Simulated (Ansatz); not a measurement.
We consider AlRh (model structure, started from the CuAu type, Pm-3m, No. 221, 2 atoms in the cell), described by PBEsol in Ansatz (plane waves, PAW).

Settings: plane-wave cutoff 520 eV, 20×20×16 k mesh (along the axes of the cell as run), Fermi–Dirac smearing 0.05 eV, no spin polarisation, scalar-relativistic PAW data made under PBE.

Cell (relaxed at this level):

AlRh is taken in the cubic space group Pm-3m (No. 221), the CsCl type structure, Pearson symbol cP2. Lattice parameters: a = 2.972 Å, b = 2.972 Å, c = 2.972 Å, α = 90.00°, β = 90.00°, γ = 90.00°. Al on 1b is surrounded by 8 Rh at 2.574 Å and 6 Al at 2.972 Å. Rh on 1a is coordinated by 8 Al at 2.574 Å and 6 Rh at 2.972 Å. (Neighbours: up to the widest gap in distance over summed covalent radii, below 1.35, at either atom.)

Problem. Predict the bulk modulus B0.

Solution. 
bulk modulus B0: 213 GPa

Note: the run has no spin polarisation, so it can have missed a magnetic state; the bulk modulus is −V dP/dV from two relaxed cells at ±2 % in volume; the relaxation could raise the start's symmetry but not lower it, so the cell can be a saddle point.

The computed numbers hold no vibrational or temperature effects.

Computing time: about 4 core-minutes (a rough figure).

A model structure was made by putting elements into a prototype or built by hand; it is no filed structure, need not be a known phase, and can be a saddle point held by its symmetry.

Ansatz is a first-principles code.
